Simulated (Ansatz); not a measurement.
The parent structure is AlRu in the CsCl type structure (space group Pm-3m, No. 221; relaxed with 0.1 eV smearing).

```yaml
crystal:
  lattice:
    - [2.97703, 0.00000, 0.00000]
    - [0.00000, 2.97703, 0.00000]
    - [0.00000, 0.00000, 2.97703]
  atoms:
    - { symbol: Al, position: [0.50000, 0.50000, 0.50000] }
    - { symbol: Ru, position: [0.00000, 0.00000, 0.00000] }
```

Cartesian axes are those of the cell as printed.

Calculations: PBEsol, PAW, 420 eV (Ansatz, a quantum-chemistry and plane-wave program; no spin-orbit coupling).

The change: compressive biaxial strain of 2.50 % in the plane normal to [111], as in epitaxy on a mismatched substrate; the out-of-plane cell vector and the atoms relax.

Predict the new in-plane stress.

The mean in-plane stress (compression positive) comes out as +12.0 GPa.

Estimate the effect on the energy relative to the base.

The energy grows by 24 meV/atom.

What happens to the out-of-plane strain?

The out-of-plane strain is +1.84 %.

No phonon test of stability was made. All final runs are without spin polarisation.
